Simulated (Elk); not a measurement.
Band structure of Ce2NiRu3 (R-3m, 6 atoms in the cell).

```xyz
6
Lattice="2.6122 1.5082 4.1028 -2.6122 1.5082 4.1028 0.0000 -3.0163 4.1028" Properties=species:S:1:pos:R:3 pbc="T T T"
Ce     0.0000     0.0000     4.6198
Ce     0.0000     0.0000     7.6886
Ni     0.0000     0.0000     0.0000
Ru     1.3061     0.7541     2.0514
Ru    -1.3061     0.7541     2.0514
Ru     0.0000    -1.5082     2.0514
```

Method of the run: Elk with LDA (PW92), all-electron FP-LAPW, Elk's shipped species files, LAPW+lo basis.

Settings: rgkmax = 8; swidth = 0.00367493 Ha; ngridk = 5 5 5; gmaxvr = 16 1/bohr; nxoapwlo = 1; maxscl = 100.

The starting cell comes from a database of computed structures (which also holds hypothetical and non-ambient phases and stackings), without a prior relaxation at this level. Its lattice was rescaled by a random factor within 2.5 % of one. Spin-orbit coupling is off. Spin polarisation is off. The f electrons are in the valence without U or exact exchange, which can misplace them near the Fermi level. Spin-orbit terms, which matter for f shells, are left out. Values depend on the basis (sphere radii, cutoffs, local orbitals), which need not be converged.

Levels in eV from the Fermi level, bands 40 to 47:
```
point     40     41     42     43     44     45    46    47
-----  -----  -----  -----  -----  -----  -----  ----  ----
B      -1.10  -1.08  -1.00  -0.58  -0.13   0.00  0.54  0.54
Z      -0.83  -0.50  -0.50  -0.11  -0.11   0.29  0.29  0.34
Γ      -0.80  -0.38  -0.38  -0.29   0.38   0.38  0.39  0.42
X      -1.35  -1.10  -0.81  -0.73  -0.61  -0.02  0.48  0.48
```

Bands cross the Fermi level along this path, so the cell is metallic at this level.
